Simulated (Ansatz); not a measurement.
Take MgTe in the wurtzite structure (space group P6_3mc, No. 186; a = 4.561 Å, c = 7.413 Å) as the base. Axes: x lies along a and z along c of the hexagonal cell.

Modification: uniaxial stress, 2 GPa compression along z, with the cell and atoms free to relax against it.

Levels (all Ansatz, an electronic-structure program, PAW, earlier PAW set): PBEsol (420 eV, no SOC); HSE06 (420 eV, no SOC).

The geometry is relaxed with PBEsol.

| Quantity | Value |
|---|---|
| PBEsol band gap | 2.07 eV |

Q: Predict the band gap from HSE06.

A: The band gap grows by 0.845 eV to 2.92 eV.

Single points use the geometry relaxed with PBEsol. Spin-orbit coupling, missing from the scalar runs, can matter with Te. Load acts through the strain it causes; cell and atoms are relaxed under it. Stability under load was not tested beyond the relaxation.
